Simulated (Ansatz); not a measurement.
The reference is GaN in the zinc blende structure (space group F-43m, No. 216).

```yaml
crystal:
  lattice:
    - [0.00000, 2.24904, 2.24904]
    - [2.24904, 0.00000, 2.24904]
    - [2.24904, 2.24904, 0.00000]
  atoms:
    - { symbol: Ga, position: [0.00000, 0.00000, 0.00000] }
    - { symbol: N, position: [0.25000, 0.25000, 0.25000] }
```

Cartesian axes are those of the cell as printed.

All numbers come from PBEsol (Ansatz, a quantum-chemistry and plane-wave program), without spin-orbit coupling.

Perturbation: tensor shear ε_xy = +0.57 % (engineering shear γ = 0.0114), atoms relaxed at fixed cell.

Question: Predict the stress tensor and what it implies for the stiffness.

Answer: Stress of the strained cell less that of the base (GPa, compression positive):
```
   0.01   -1.73    0.00
  -1.73    0.01    0.00
   0.00    0.00    0.00
```

Then −Δσ/γ with γ = 2ε = 0.0114 gives relaxed-ion elastic constants: C66 ≈ 152 GPa.

Stability against distortions was not tested. This is not the structure that GaN has at room temperature and ambient pressure.
